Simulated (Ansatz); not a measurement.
A constructed model of the (0001) surface of hcp Ti, a layer of Au in place of the third plane (bottom of the slab: a bare face, its two planes held)

All values below come from PBE (plane waves to 420 eV, PAW; Ansatz, a program for electronic structure).

Model: 6-atom slab, 11.3 Å thick at the start, 15x15x1 mesh, Fermi-Dirac 0.1 eV, dipole correction, 2 atoms held, the rest relaxed; symmetry of the start imposed; no spin, no spin-orbit, no U. In PBE it is, or lies within 0.01 eV a 1x1 cell of, the lowest of the 2 structures of its composition computed so far; larger cells were not tried.

work function of the top face: 4.36 eV
energy released by relaxation: 0.19 eV
cost: very roughly 3 core-minutes
